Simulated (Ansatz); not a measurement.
Formation energy of the bound charge states of Ni on the Al site in wurtzite AlN (start: the Al site; 96-site cell, 2×2×2 shifted sampling) against the Fermi level, Al-rich (Δμ(Al) = 0.00 eV, Δμ(Ni) = -1.62 eV, bounded by Al3Ni (Pnma); only phases computed here count, gases as isolated molecules at 0 K). The numbers are results of PBE, PAW (plane waves to 420 eV; Ansatz, a program for electronic structure), not measurements.

Details: 96-site cell; 2×2×2 shifted k-points; host gap 4.03 eV; charged states image-corrected; no Hubbard U; not converged in cell size; flagged in the runs: a host whose relaxation on this sampling wasn't shown to rest.

```json
[
 {"E_F − E_VBM (eV)": "0.00", "q = +1": "6.52", "q = 0": "6.72", "q = −1": "8.67", "q = −2": "12.13"},
 {"E_F − E_VBM (eV)": "0.50", "q = +1": "7.03", "q = 0": "6.72", "q = −1": "8.16", "q = −2": "11.12"},
 {"E_F − E_VBM (eV)": "1.01", "q = +1": "7.53", "q = 0": "6.72", "q = −1": "7.66", "q = −2": "10.11"},
 {"E_F − E_VBM (eV)": "1.51", "q = +1": "8.03", "q = 0": "6.72", "q = −1": "7.15", "q = −2": "9.10"},
 {"E_F − E_VBM (eV)": "2.02", "q = +1": "8.54", "q = 0": "6.72", "q = −1": "6.65", "q = −2": "8.09"},
 {"E_F − E_VBM (eV)": "2.52", "q = +1": "9.04", "q = 0": "6.72", "q = −1": "6.15", "q = −2": "7.08"},
 {"E_F − E_VBM (eV)": "3.03", "q = +1": "9.55", "q = 0": "6.72", "q = −1": "5.64", "q = −2": "6.08"},
 {"E_F − E_VBM (eV)": "3.53", "q = +1": "10.05", "q = 0": "6.72", "q = −1": "5.14", "q = −2": "5.07"},
 {"E_F − E_VBM (eV)": "4.03", "q = +1": "10.55", "q = 0": "6.72", "q = −1": "4.63", "q = −2": "4.06"}
]
```

Crossings of the lowest lines: (+1/0) at 0.20 eV; (0/−1) at 1.95 eV; (−1/−2) at 3.46 eV.
